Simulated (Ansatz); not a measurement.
# How a calculation on LiInI4 (P2_1/c, 24 atoms in the cell) responds to its settings

```yaml
crystal:
  lattice:
    - [8.18431, 0.00000, 0.00000]
    - [0.00000, 7.32871, 0.00000]
    - [-0.69384, 0.00000, 14.87832]
  atoms:
    - { symbol: I, position: [0.18474, 0.84090, 0.56514] }
    - { symbol: I, position: [0.81526, 0.34090, 0.93486] }
    - { symbol: I, position: [0.81526, 0.15910, 0.43486] }
    - { symbol: I, position: [0.18474, 0.65910, 0.06514] }
    - { symbol: I, position: [0.42249, 0.81100, 0.30023] }
    - { symbol: I, position: [0.57751, 0.31100, 0.19977] }
    - { symbol: I, position: [0.57751, 0.18900, 0.69977] }
    - { symbol: I, position: [0.42249, 0.68900, 0.80023] }
    - { symbol: I, position: [0.68267, 0.67090, 0.56065] }
    - { symbol: I, position: [0.31733, 0.17090, 0.93935] }
    - { symbol: I, position: [0.31733, 0.32910, 0.43935] }
    - { symbol: I, position: [0.68267, 0.82910, 0.06065] }
    - { symbol: Li, position: [0.85300, 0.99070, 0.62760] }
    - { symbol: Li, position: [0.14700, 0.49070, 0.87240] }
    - { symbol: Li, position: [0.14700, 0.00930, 0.37240] }
    - { symbol: Li, position: [0.85300, 0.50930, 0.12760] }
    - { symbol: I, position: [0.94294, 0.66800, 0.31346] }
    - { symbol: I, position: [0.05706, 0.16800, 0.18654] }
    - { symbol: I, position: [0.05706, 0.33200, 0.68654] }
    - { symbol: I, position: [0.94294, 0.83200, 0.81346] }
    - { symbol: In, position: [0.69834, 0.82290, 0.40015] }
    - { symbol: In, position: [0.30166, 0.32290, 0.09985] }
    - { symbol: In, position: [0.30166, 0.17710, 0.59985] }
    - { symbol: In, position: [0.69834, 0.67710, 0.90015] }
```

Base run A: Ansatz (a first-principles code) with PBEsol, default PAW files made with PBE, self-consistent single point.

Its settings: kpoints.mp_grid.grid = 2 2 1; kpoints.mp_grid.shift = 0.5 0.5 0.5; hamiltonian.xc = pbesol; hamiltonian.pseudopotentials = {kind: paw} (the program's default PAW files); scf.occupations.method = cold; scf.occupations.width = 0.05 eV.

The starting cell comes from a database of published, mostly measured structures (it also holds non-ambient and calculated ones), without a prior relaxation at this level. Its lattice was rescaled by a random factor within 2.5 % of one. Spin-orbit coupling is off. Ansatz's pressure includes its estimate of the finite-basis (Pulay) stress. The shifted mesh does not hold Γ, so a gap read on it misses any band edge there.

ΔF is the free energy per atom less that of run A. 

Run A gave: pressure (GPa) 1.42; largest force (eV/Å) 0.690; gap on the mesh (eV) 2.904; iterations 8.

Runs:
- B: scf.mixing.algorithm, scf.mixing.beta = anderson, 0.02
- C: scf.mixing.algorithm, scf.mixing.beta = anderson, 0.05
- D: scf.mixing.algorithm, scf.mixing.beta = anderson, 0.1
- E: scf.mixing.algorithm, scf.mixing.beta = anderson, 0.2
- F: scf.mixing.algorithm, scf.mixing.beta = anderson, 0.3
- G: scf.mixing.algorithm, scf.mixing.beta = anderson, 0.5
- H: scf.mixing.algorithm, scf.mixing.beta = anderson, 0.7
- I: scf.mixing.algorithm, scf.mixing.beta = anderson, 0.9
- J: scf.mixing.algorithm, scf.mixing.beta = anderson, 1

### Question
Which runs reach the base run's state, and which is quickest in iterations?

### Answer
Runs B, C, D, E, F, G, H, I, J gave the same state as A (within 1 meV/atom). The fewest iterations to that state were 7 (H, I, J); the most were 14.

| run | ΔF (meV/atom) | pressure (GPa) | largest force (eV/Å) | gap on the mesh (eV) | iterations |
|---|---|---|---|---|---|
| A | 0.00 | 1.42 | 0.690 | 2.904 | 8 |
| B | 0.00 | 1.42 | 0.690 | 2.904 | 14 |
| C | 0.00 | 1.42 | 0.690 | 2.904 | 13 |
| D | 0.00 | 1.42 | 0.690 | 2.904 | 12 |
| E | 0.00 | 1.42 | 0.690 | 2.904 | 10 |
| F | 0.00 | 1.42 | 0.690 | 2.904 | 9 |
| G | 0.00 | 1.42 | 0.690 | 2.904 | 8 |
| H | 0.00 | 1.42 | 0.690 | 2.904 | 7 |
| I | 0.00 | 1.42 | 0.690 | 2.904 | 7 |
| J | 0.00 | 1.42 | 0.690 | 2.904 | 7 |

Keys are those of Ansatz 0.2.
